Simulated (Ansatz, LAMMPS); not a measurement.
## Si well of 13 atomic layers along [001] in random Si0.5Ge0.5, 5 % Ge through the well

Cell 16.85 × 16.85 × 55.32 Å, Si478Ge242, 720 atoms. Prepared with Tersoff's 1989 multicomponent potential (SiCGe.tersoff) (LAMMPS): minimisation. 

The numbers are results of PBE, support functions at accuracy medium on the grid of 370 eV (norm-conserving potentials; Ansatz, a program for electronic structure), not measurements.

Basis: localised support functions (accuracy medium) on a full density matrix. k-points: zone centre alone; occupations: Fermi-Dirac, 0.010 eV; spin polarisation not allowed. Spin-orbit coupling is left out.

```yaml
Kohn-Sham gap of the cell on its k-mesh: 0.24 eV
weight_of_the_highest_filled_level_on_the_well: 0.26
weight_of_the_lowest_empty_level_on_the_well: 0.94
coordination (neighbours within 2.870 Å): 100.0 % 4-fold
Ge-Ge bonds, mean ± spread: 2.476 ± 0.009 Å
Ge-Si bonds, mean ± spread: 2.434 ± 0.009 Å
Si-Si bonds, mean ± spread: 2.392 ± 0.008 Å
bond angles, mean ± spread: 109.5° ± 1.4°
pressure: -1.22 GPa
cost_of_the_final_run: around 30 core-minutes (rough), 12 SCF iterations, 15 GiB
```
